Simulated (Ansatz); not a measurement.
S_O in bixbyite In2O3 (start: the O site; 80-site cell, 2×2×2 Γ-centred sampling), In-rich (Δμ(O) = -2.59 eV, Δμ(S) = -1.04 eV, bounded by InS (Pnnm); only phases computed here count, gases as isolated molecules at 0 K). All values below come from PBE, PAW (plane waves to 420 eV; Ansatz, a quantum-chemistry and plane-wave program). In charge state 0 (not spin-polarised) the formation energy is 1.48 eV. The crystal has 4.41 × 10^22 O sites per cm³. Reference phases: O2 molecule in a box, S8 molecule in a box.

Problem. Estimate the equilibrium concentration at 900 K in the dilute limit, leaving out vibrational entropy and degeneracy.

Solution. kT = 0.0776 eV; c = N exp(−E_f / kT) = 4.41 × 10^22 × exp(−19.1) ≈ 2 × 10^14 cm^-3. An error of 0.2 eV in E_f moves this by a factor of 13.
